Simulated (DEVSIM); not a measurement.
Device: Si p+/n-/n+ power diode, at 250 K.

| layer (left to right) | material | thickness (μm) | Nd (cm⁻³) | Na (cm⁻³) | τn (s) | τp (s) |
|---|---|---|---|---|---|---|
| 1 | Si | 1.20 | - | 8.9e18 | 3.3e-5 | 3.3e-5 |
| 2 | Si | 4.00 | 1.1e16 | - | 3.3e-5 | 3.3e-5 |
| 3 | Si | 2.20 | 3.3e18 | - | 3.3e-5 | 3.3e-5 |

Left contact: ohmic. Right contact: ohmic. Voltage is applied to the left contact. Recombination: SRH at mid-gap, Auger. Mobility is μmin + (μ − μmin)/(1 + (N/Nref)^α).

Constants are typed, rounded textbook-type inputs, not results; the design itself was drawn at random and stands for no fabricated device. Values at 300 K; Nc and Nv go as T^1.5, mobilities as T to minus their exponent, the gap by Varshni's rule with the affinity fixed.

| parameter | Si |
|---|---|
| gap (eV) | 1.124 |
| affinity (eV) | 4.05 |
| permittivity | 11.7 |
| Nc (cm⁻³) | 2.86e19 |
| Nv (cm⁻³) | 3.1e19 |
| μn (cm²/Vs) | 1417 |
| μp (cm²/Vs) | 470 |
| μn,min | 52 |
| μp,min | 45 |
| Nref,n | 9.7e16 |
| Nref,p | 2.2e17 |
| αn | 0.68 |
| αp | 0.72 |
| T exponent of μn | 2.3 |
| T exponent of μp | 2.2 |
| Cn (cm⁶/s) | 2.8e-31 |
| Cp (cm⁶/s) | 9.9e-32 |
| Varshni α (eV/K) | 0.000473 |
| Varshni β (K) | 636 |

Simulated with DEVSIM: 1D drift-diffusion, Boltzmann statistics, complete ionisation; no tunnelling, impact ionisation, image-force lowering or self-heating.

Q: Tabulate band edges, carrier densities and field at zero bias.

A: Energies count from the Fermi level of the right contact; mesh points crowd at the junctions.

```csv
x (μm),Ec (eV),Ev (eV),n (cm⁻³),p (cm⁻³),field (V/cm)
0.000,1.115,-0.021,< 1e2,8.9e18,≈ 0
0.04161,1.115,-0.021,< 1e2,8.9e18,≈ 0
0.1523,1.115,-0.021,< 1e2,8.9e18,≈ 0
0.4470,1.115,-0.021,< 1e2,8.9e18,≈ 0
0.9992,1.115,-0.021,< 1e2,8.9e18,≈ 0
1.140,1.115,-0.021,< 1e2,8.9e18,≈ 0
1.193,1.115,-0.021,< 1e2,8.8e18,-1200
1.248,0.821,-0.315,600,1.1e13,-47000
1.373,0.371,-0.765,7.2e11,8900,-25000
1.718,0.164,-0.973,1.1e16,< 1e2,-17
2.661,0.164,-0.973,1.1e16,< 1e2,≈ 0
4.515,0.164,-0.973,1.1e16,< 1e2,≈ 0
4.965,0.163,-0.973,1.1e16,< 1e2,-19
5.130,0.156,-0.980,1.5e16,< 1e2,-2100
5.199,0.065,-1.071,1.1e18,< 1e2,-83000
5.239,0.041,-1.095,3.3e18,< 1e2,≈ 0
5.356,0.041,-1.095,3.3e18,< 1e2,≈ 0
5.665,0.041,-1.095,3.3e18,< 1e2,≈ 0
6.728,0.041,-1.095,3.3e18,< 1e2,≈ 0
7.168,0.041,-1.095,3.3e18,< 1e2,≈ 0
7.330,0.041,-1.095,3.3e18,< 1e2,≈ 0
7.400,0.041,-1.095,3.3e18,< 1e2,≈ 0
```
